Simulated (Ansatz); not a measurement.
Consider the following.

```yaml
crystal:
  lattice:
    - [2.63437, 0.00000, 0.00000]
    - [-1.31719, 2.16557, 0.00000]
    - [0.00000, 0.00000, 6.52584]
  atoms:
    - { symbol: B, position: [0.34304, 0.68608, 0.25000] }
    - { symbol: B, position: [0.65696, 0.31392, 0.75000] }
    - { symbol: N, position: [0.32106, 0.64211, 0.75000] }
    - { symbol: N, position: [0.67894, 0.35789, 0.25000] }
```

No spin polarisation.

Calculations: r2SCAN+rVV10 in Ansatz (plane waves to 500 eV, PAW, no spin-orbit coupling). Γ-centred 15×15×5 mesh, Fermi–Dirac width 0.05 eV.

Q: Predict the gap character and smallest direct gap.

A: 
- Gap character = indirect, k = (0.200, 0.400, 0) in the run's primitive reciprocal basis → S
- Smallest direct gap = 4.76 eV

The cells carry an imposed strain or load. Whether these cells are dynamically stable was not tested. The cell was made from BN in the h-BN type structure (space group P6_3/mmc, No. 194; layered, stacked along the Cartesian z axis) by this change: uniaxial strain ε_xx = +5.35 %.

Ansatz is a program for electronic structure.
